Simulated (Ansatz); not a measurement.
A self-consistent single point of NiSi2 (Fm-3m, 3 atoms in the cell) with Ansatz (a program for electronic structure).

Level of theory: PBE (plane waves, PAW; Ansatz).

```yaml
crystal:
  lattice:
    - [0.00000, 2.68850, 2.68850]
    - [2.68850, 0.00000, 2.68850]
    - [2.68850, 2.68850, 0.00000]
  atoms:
    - { symbol: Si, position: [0.25000, 0.25000, 0.25000] }
    - { symbol: Si, position: [0.75000, 0.75000, 0.75000] }
    - { symbol: Ni, position: [0.00000, 0.00000, 0.00000] }
```

Reference input (self-consistent single point, DFT, PBE, plane waves, default PAW files): kpoints.mp_grid.grid = 9 9 9; hamiltonian.xc = pbe; hamiltonian.pseudopotentials = {kind: paw} (the program's default PAW files); scf.occupations.method = methfessel_paxton; scf.occupations.width = 0.1 eV. This run's input differs from it in these lines:

Ansatz 0.2 input:
```diff
@@ -10,3 +10,3 @@
 kpoints:
-  mp_grid: { grid: [9, 9, 9] }
+  mp_grid: { grid: [7, 7, 7] }
 hamiltonian:
```

The program printed (abridged):

```
SCF iter   1: F=—  HF=-7112.395135 eV  |F-HF|=—  |Δ(HF+E_count)|=         —  Δρ=1.14e-2  dr2=3.61e-2  ethr=1.77e-3  ⟨swp⟩=5.2  Hψ=1725  notcnv=0
all-band conjugate gradients solve this SCF's bands
preconditioner: auto → none
SCF iter   2: F=—  HF=-7112.391766 eV  |F-HF|=—  |Δ(HF+E_count)|=   3.37e-3  S|Δr|=    0.00e0  Δρ=2.18e-3  dr2=1.84e-3  ethr=1.39e-4  ⟨swp⟩=1.8  Hψ=528  notcnv=0
SCF iter   3: F=—  HF=-7112.391624 eV  |F-HF|=—  |Δ(HF+E_count)|=   1.42e-4  S|Δr|=    0.00e0  Δρ=6.46e-4  dr2=1.26e-4  ethr=7.07e-6  ⟨swp⟩=1.3  Hψ=392  notcnv=0
SCF iter   4: F=—  HF=-7112.391636 eV  |F-HF|=—  |Δ(HF+E_count)|=   1.19e-5  S|Δr|=    0.00e0  Δρ=8.21e-5  dr2=1.51e-6  ethr=4.86e-7  ⟨swp⟩=2.2  Hψ=520  notcnv=0  defer=2
SCF iter   5: F=—  HF=-7112.391633 eV  |F-HF|=—  |Δ(HF+E_count)|=   3.18e-6  S|Δr|=    0.00e0  Δρ=1.99e-5  dr2=1.49e-7  ethr=3.85e-10  ⟨swp⟩=6.4  Hψ=1767  notcnv=0
SCF iter   6: F=-7112.391633 eV  HF=-7112.391633 eV  |F-HF|=3.35e-9  |Δ(HF+E_count)|=   8.90e-9  S|Δr|=    0.00e0  Δρ=3.74e-6  dr2=4.73e-9  ethr=3.85e-10  ⟨swp⟩=4.0  Hψ=1020  notcnv=0
SCF 1 converged in 6 iterations: F = -7112.391633 eV  dr2 = 4.73e-9
Stability not checked (fill_not_monotonic)
Free energy (F): -7112.391633 eV
Internal energy: -7112.389572 eV  (E = F + TS)
E sigma→0 (E₀):  -7112.391117 eV
Entropy (-TS):   -0.002061 eV (-0.687 meV/atom)
Fermi energy:    13.553416 eV
--- Forces (eV/Å), atoms counted from 1 ---
  atom   1  Si    -0.00000000    -0.00000000     0.00000000
   [... zero for the other atoms too ...]
--- Stress (GPa, compression-positive) ---
        5.872078       0.000000       0.000000
       -0.000000       5.872078      -0.000000
       -0.000000      -0.000000       5.872078
  P = ⅓ Tr σ = 5.8721 GPa (58.721 kbar)
  The stress holds the Pulay correction. Without it, at fixed plane waves, as pw.x and ABINIT print it: P = 5.8220 GPa
```

The run converged in 6 iterations. Against the reference run the free energy goes down by 6.0 meV/atom and the pressure goes from 6.56 to 5.87 GPa.

The starting cell has typed, rounded lattice constants, without a prior relaxation at this level. Its lattice was rescaled by a random factor within 2.5 % of one. Spin polarisation is off. Ansatz's pressure includes its estimate of the finite-basis (Pulay) stress.
